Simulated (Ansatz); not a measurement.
Defect: B-vacancy pair (B on one host Si site, one Si site vacant) in silicon, charge state +1. Level of theory: PBE, PAW (plane waves to 420 eV; Ansatz, a program for electronic structure).

216-site cell at the relaxed PBE lattice, one k-point at (0.250, 0.250, 0.250), smearing 0.01 eV, spin-restricted, no finite-size correction. Energies are static. The charge state is imposed; whether it is stable for some Fermi level was not computed. Forms of the defect that were not tried may lie lower.

The step: one Si atom jumps into the vacancy from a nearby Si site (B-vacancy distance between ideal sites 3.87 → 5.96 Å); the atom moves 2.64 Å along (-0.26, -0.29, -0.29) of the unit cell; the moving atom starts with neighbours Si at 2.36, 2 Si at 2.38 Å and ends with 2 Si at 2.34, Si at 2.36 Å. On the band's own sampling the forward barrier is 0.68 eV. Harmonic modes of the moving Si atom alone, all others held, come from finite differences of 0.015 Å. The saddle point's order was not checked, and it lies on a symmetry element of the cell, where a band can be held.

Question: Which three frequencies does the atom have at the start and at the saddle point?

Answer: start 4.6, 9.8, 10.4 THz; saddle point 3.2i, 5.1 and 6.5 THz.

Question: What attempt frequency and zero-point change of the barrier follow from these modes alone, and what classical rate at 300 K?

Answer: ν = (4.6 × 9.8 × 10.4) / (5.1 × 6.5) ≈ 14 THz. The zero-point energy changes the barrier by h/2 × (11.6 − 24.8) THz = -0.027 eV. The classical rate is ν exp(−0.68/0.0259) ≈ 50 s⁻¹. One atom's modes give a rough prefactor, not that of the whole cell.
